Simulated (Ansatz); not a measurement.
Reference: BN (P6_3mc), r2SCAN, rigid bands (plane waves, PAW, scalar-relativistic; Ansatz, a program for electronic structure); axes and stresses refer to this cell.

```yaml
crystal:
  lattice:
    - [2.54101, 0.00000, 0.00000]
    - [-1.27050, 2.20058, 0.00000]
    - [0.00000, 0.00000, 4.20329]
  atoms:
    - { symbol: B, position: [0.33333, 0.66667, 0.00027] }
    - { symbol: B, position: [0.66667, 0.33333, 0.50027] }
    - { symbol: N, position: [0.33333, 0.66667, 0.37473] }
    - { symbol: N, position: [0.66667, 0.33333, 0.87473] }
```

- hole conductivity mass = 0.92 mₑ
- electron conductivity mass = 0.41 mₑ
- hole mass along x = 0.81 mₑ

Change: biaxial stress in the c plane of -18 GPa (compression positive). What happens to hole conductivity mass, electron conductivity mass, hole mass along x?

hole conductivity mass increases to 0.96 mₑ; electron conductivity mass moves little, to 0.41 mₑ; hole mass along x goes up to 0.87 mₑ.

Change: biaxial stress in the c plane of -9 GPa (compression positive). What happens to hole conductivity mass, electron conductivity mass, hole mass along x?

hole conductivity mass moves little, to 0.94 mₑ; electron conductivity mass moves little, to 0.41 mₑ; hole mass along x moves little, to 0.84 mₑ.

Change: hydrostatic pressure of 18 GPa (compression positive). What happens to hole conductivity mass, electron conductivity mass, hole mass along x?

hole conductivity mass moves little, to 0.91 mₑ; electron conductivity mass moves little, to 0.40 mₑ; hole mass along x moves little, to 0.81 mₑ.

Change: hydrostatic pressure of 36 GPa (compression positive). What happens to hole conductivity mass, electron conductivity mass, hole mass along x?

hole conductivity mass moves little, to 0.90 mₑ; electron conductivity mass falls to 0.39 mₑ; hole mass along x moves little, to 0.80 mₑ.

Change: uniaxial stress along c of -18 GPa (compression positive). What happens to hole conductivity mass, electron conductivity mass, hole mass along x?

hole conductivity mass moves little, to 0.91 mₑ; electron conductivity mass moves little, to 0.41 mₑ; hole mass along x shrinks to 0.78 mₑ.

Change: uniaxial stress along c of 18 GPa (compression positive). What happens to hole conductivity mass, electron conductivity mass, hole mass along x?

hole conductivity mass moves little, to 0.94 mₑ; electron conductivity mass moves little, to 0.40 mₑ; hole mass along x goes up to 0.85 mₑ.

Masses are for dilute carriers at 300 K, harmonic means over directions unless an axis is named. Spin-orbit coupling is left out unless a row names it. Stresses and pressures are the targets of the relaxation.  The structure type is held under load, also where the real crystal would transform.
